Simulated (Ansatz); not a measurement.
The reference is Sb in the fcc (Cu type) structure (space group Fm-3m, No. 225; a = 4.7143 Å; relaxed with 0.1 eV smearing). Axes: x, y, z lie along the cube axes.

The values are results of Ansatz (an electronic-structure program) PBEsol, spin-orbit coupling left out, not measurements.

For the base:

```
Item                            Result
-----------------------------  -------
Shortest interatomic distance  3.334 Å
```

Perturbation: biaxial strain +1.13 %, plane normal [110], relaxed out of plane (Cartesian); in-plane vectors clamped, the third vector and the atoms free.

Q: What does the calculation give for the out-of-plane strain after the change?

A: The out-of-plane strain comes out as -1.78 %.

Q: What does the calculation give for the shortest interatomic distance after the change?

A: The shortest interatomic distance drops by 0.0592 Å (3.334 Å → 3.274 Å).

Q: How does this affect the in-plane stress?

A: The mean in-plane stress (compression positive) comes out as -0.4 GPa.

Q: Predict the new energy relative to the base.

A: The energy increases by 0.8 meV/atom.

A biaxial case was relaxed in a doubled cell and then solved in the primitive one. Whether these cells are dynamically stable was not tested. This is not the structure that Sb has at room temperature and ambient pressure.
